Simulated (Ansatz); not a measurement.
# Bulk modulus of TiAs (P6₃/mmc, No. 194) at several levels of theory

No measured value is used here.

```
level (code)     value (GPa)  cell (Å³/atom)
---------------  -----------  --------------
LDA (Ansatz)             138           16.32
PBEsol (Ansatz)          130           16.77
r²SCAN (Ansatz)          126           17.28
```

Each level is taken at its own relaxed cell. Cutoffs differ between the levels. Ansatz's density-functional and Hartree–Fock values are scalar-relativistic unless marked +SOC, with PAW data made under PBE.

Ansatz is a first-principles code.
